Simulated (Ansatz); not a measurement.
System: cubic perovskite KZnF3. Method: LDA in Ansatz (PAW).

Run with plane-wave cutoff 520 eV, 8×8×8 k mesh, perturbation theory, force constants from a 4×4×4 q mesh, scalar-relativistic PAW data made under PBE.

**Question.** Estimate the high-frequency dielectric constant, static dielectric constant and zero-point energy that the calculation returns.

**Answer.** 
high-frequency dielectric constant: 2.46
static dielectric constant: 9.34
zero-point energy: 0.040 eV/atom

Measured, for comparison: high-frequency dielectric constant 2.17, static dielectric constant 8.6 (room temperature, not corrected to a static lattice; as tabulated in Dubrovin et al. (2021), arXiv:2110.13026). Computed (rounded) less measured: high-frequency dielectric constant +13 %, static dielectric constant +9 %.

The result took very roughly 28 core-minutes.

Ansatz is a program for electronic structure.
